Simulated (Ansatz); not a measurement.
```
LiTaO3
1.0
    5.13396     0.00000     0.00000
    2.56698     4.83802     0.00000
    2.56698    -1.36200     4.23239
Li Ta O
2 2 6
Direct
  0.43356   0.84966   0.28322
  0.43356   0.34966   0.78322
  0.00109   0.99837   0.99946
  0.00109   0.49837   0.49946
  0.51896   0.70551   0.61431
  0.16122   0.70551   0.22447
  0.90880   0.70551   0.86673
  0.16122   0.20551   0.11431
  0.90880   0.20551   0.72447
  0.51896   0.20551   0.36673
```

Space group of this cell: R3c. The cell is taken as given; by PBEsol its mean pressure is -1.2 GPa.

Calculation: PBEsol (plane waves, PAW; Ansatz, a quantum-chemistry and plane-wave program).

The current runs along the normal of the first two printed vectors; no spin-orbit coupling. Scaled by the factor s: the length along the current (ions clamped). Meshes 8×8×8 and 8×6 across the current in all rows.

```
s     mean pressure (GPa)  band gap (eV)
----  -------------------  -------------
0.97                  6.4              ?
1.00                 -1.2           3.83
1.03                 -7.6           3.69
```

Problem. Take the slope of the band gap against ln s from the two given rows, extrapolate to s = 0.97, and say what the run there gives.

Solution. Slope = (3.69 − 3.83) / ln 1.03 = -4.74 eV. The line gives 3.83 + (-4.74) × ln 0.97 = 3.97 eV. The run gives 3.90 eV, 0.07 eV under the line, 51 % of the predicted step.
